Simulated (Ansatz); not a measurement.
F on the 1x1 (0001) surface of hcp Co, ferromagnetic, one in a 2x2 cell: adsorption energies (eV for each) against ½ F2(g) in Ansatz (plane waves, PAW). Structures relaxed with PBE; the other functionals are single points on them, with slab and gas at the same level. No dispersion, zero-point or thermal terms. Rows are starts at which the adsorbate stayed; left out, since it moved away, changed or didn't bind there, or the run didn't converge: bridge Co-Co (span 2.5 Å).

Slab: 17 atoms, 6.0 Å thick at the start under the adsorbate (thin: gaps and levels are the slab's own); k 7x7x1, smearing 0.1 eV, dipole-corrected; 8 atoms held, the rest relaxed; each run with such symmetry as its start has; spin-polarised, no spin-orbit, no U, no dispersion correction.

```tsv
site	PBE	RPBE
top Co	-2.62	-2.50
hollow Co-Co-Co	-2.99	-2.78
hollow Co-Co-Co over Co at depth 2.0 Å	-3.07	-2.86
```

RPBE moves the energies by 0.18 eV on average against PBE and puts 'hollow Co-Co-Co over Co at depth 2.0 Å' lowest, as PBE does.

Ansatz is a first-principles code.
